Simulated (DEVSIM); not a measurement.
System: Schottky contact on n-type Ge, at 300 K.

Layer 1 from the left is Ge, thickness (μm) 1.20, Nd (cm⁻³) 4.5e16, τn (s) 1e-5, τp (s) 1e-5.

Left contact: Schottky, work function 4.45 eV, emission velocity 3.3e6 cm/s. Right contact: ohmic. Voltage is applied to the left contact. Recombination: SRH at mid-gap, radiative, Auger. Mobility is constant in doping.

This is a model device: material constants are rounded textbook-type values typed into the input, and sizes, dopings and lifetimes were drawn at random. Values at 300 K.

Ge: gap (eV) 0.664, affinity (eV) 4, permittivity 16, Nc (cm⁻³) 1.04e19, Nv (cm⁻³) 6e18, μn (cm²/Vs) 3900, μp (cm²/Vs) 1900, B (cm³/s) 6.4e-14, Cn (cm⁶/s) 1e-31, Cp (cm⁶/s) 1e-31.

DEVSIM, 1D drift-diffusion, Boltzmann statistics, complete ionisation; no tunnelling, impact ionisation, image-force lowering or self-heating. Metal contacts follow the ideal Schottky-Mott rule: no Fermi-level pinning, no interface dipoles.

Question: What does the simulation give for the dark forward voltage at 100 A/cm², the potential step across the device at zero bias, the largest field in the device at zero bias?

Answer: dark forward voltage at 100 A/cm² 0.169 V; potential step across the device at zero bias 0.309 V; largest field in the device at zero bias 54000 V/cm.
